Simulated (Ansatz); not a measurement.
Take Te (space group P3_121, No. 152; a = 4.624 Å, c = 5.904 Å; made of chains) as the base. Axes: x lies along a and z along c of the hexagonal cell.

Calculations: DFT with r2SCAN, PAW potentials and a 500 eV plane-wave cutoff in Ansatz (a quantum-chemistry and plane-wave program), scalar-relativistic without spin-orbit coupling, earlier PAW set.

The change: a pure shear with ε_xz = ε_zx = -0.0355; the atoms relax in the strained cell.

**Question.** Estimate the effect on the energy relative to the base, stress and largest internal atomic displacement.

**Answer.** The energy grows by 13 meV/atom; the stress (xx, yy, zz, yz, xz, xy; compression positive) is (0.40, 0.13, 0.26, 0.26, 1.62, 0.59) GPa; the largest internal atomic displacement comes out as 0.065 Å.

Whether these cells are dynamically stable was not tested. No dispersion term is included, though the crystal is made of layers, chains or molecules, so its spacings can come out too wide.
